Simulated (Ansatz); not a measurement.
Given:

```
CuI
1.0
    0.00000     3.01140     3.05658
    3.01140     0.00000     3.05658
    3.01140     3.01140     0.00000
Cu I
1 1
Cartesian
  0.00000   0.00000   0.00000
  1.50570   1.50570   1.52829
```

No spin polarisation.

The values are results of r2SCAN (Ansatz, a program for electronic structure), no spin-orbit coupling, not measurements. k-mesh 10×10×10 (Γ-centred); smearing 0.05 eV (Fermi–Dirac).

### Question
Estimate the stress (xx, yy, zz, yz, xz, xy; compression positive).

### Answer
(-0.54, -0.54, -0.82, 0.00, 0.00, 0.00) GPa.

### Question
Estimate the electron mass.

### Answer
0.18 mₑ (at Γ).

With I present, leaving out spin-orbit coupling can change the band edges. The levels and masses belong to the bands next to the band gap. The cells carry an imposed strain or load. Masses are band curvatures over ±0.01 Å⁻¹ around the edge. Stability against distortions was not tested. All final runs are without spin polarisation. The cell was made from CuI in the zinc blende structure (space group F-43m, No. 216) by this change: uniaxial strain ε_zz = +1.50 %.
